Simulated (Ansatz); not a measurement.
The starting structures come from a database of crystals and need not be the phases stable at ambient conditions.

Tunnelling through a barrier is set by its complex band structure: the current falls as exp(−2κd) with the smallest κ.

Here is the system:

```xyz
4
Lattice="6.7647 0.0000 0.0000 3.3823 6.8928 0.0000 3.3823 -0.5532 1.8728" Properties=species:S:1:pos:R:3 pbc="T T T"
Sc     0.0000     0.0000     0.0000
Ag     6.7647     3.1698     0.9364
Se     4.5098     1.4715     0.4347
Se     9.0195     4.8680     1.4381
```

Space group of this cell: P-3m1. The cell is taken as given.

Transport runs along the normal of the first two printed cell vectors, the (111) plane of the conventional cell.

The gap is the functional's own, uncorrected, and κ follows it; spin-orbit coupling is left out. Mid-gap values are interpolated between the computed energies.

Q: Give the band gap and the smallest decay constant κ at mid-gap that r2SCAN in Ansatz (an electronic-structure program) yields.

A: Gap 0.99 eV on a 16×16×16 mesh; κ = 0.129 1/Å, at (0.000, 0.500) of the in-plane reciprocal vectors. At the zone centre, at the nearest computed energy, the slowest state has κ = 0.17 1/Å.
